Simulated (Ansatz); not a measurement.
# Os under a change: pressure 0.9 GPa

Base system: Os in the hcp (Mg type) structure (space group P6_3/mmc, No. 194; a = 2.729 Å, c = 4.306 Å).

One thing is altered: cell and atoms relaxed at a pressure of 0.9 GPa.

Computed with plane-wave PAW DFT at the PBEsol level (Ansatz, a program for electronic structure, 420 eV), spin-orbit coupling left out. Γ-centred 19×19×11 mesh, Fermi–Dirac width 0.05 eV.

| quantity | base | changed | shift |
|---|---|---|---|
| density | 22.74 g/cm³ | 22.79 g/cm³ | +0.05 g/cm³ |
| lattice parameter a | 2.729 Å | 2.727 Å | -0.002 Å |
| c/a ratio | 1.578 | 1.578 | 0.000 |
| shortest interatomic distance | 2.668 Å | 2.666 Å | -0.002 Å |
| enthalpy H = E + PV relative to the base's energy | – | +0.08 eV/atom | – |
| band gap | zero | zero | – |

Load acts through the strain it causes; cell and atoms are relaxed under it. Whether these cells are dynamically stable was not tested. All final runs are without spin polarisation.
